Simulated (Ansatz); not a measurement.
Base system: FeGe in the rock salt structure (space group Fm-3m, No. 225; a = 5.022 Å; ferromagnetic; a hypothetical phase, not in the database extracts checked). Axes: x, y, z lie along the cube axes.

Computed with Ansatz (a first-principles code), r2SCAN, PAW, cutoff 500 eV, no spin-orbit coupling.

Before the change:

* **Volume per atom**: 15.83 Å³
* **Largest site moment**: 2.97 μB
* **Magnetic state**: ferromagnetic

One thing is altered: uniaxial stress, 2 GPa compression along z, with the cell and atoms free to relax against it.

Question: Predict the new volume per atom, energy relative to the base, largest site moment and magnetic state.

Answer: The volume per atom decreases by 0.11 Å³, from 15.83 Å³ to 15.72 Å³; the energy grows by 1.1 meV/atom; the largest site moment hardly moves (2.97 μB against 2.95 μB); the magnetic state remains ferromagnetic.

The magnetic state is the one reached from the starting moments; the real material's order can differ, and small cells can't hold many antiferromagnetic ones. Without a gap, meshes like the base's 16×16×16 leave anisotropic stresses uncertain by several tenths of a GPa, and small strain energies with them. Load acts through the strain it causes; cell and atoms are relaxed under it. Stability under load was not tested beyond the relaxation.
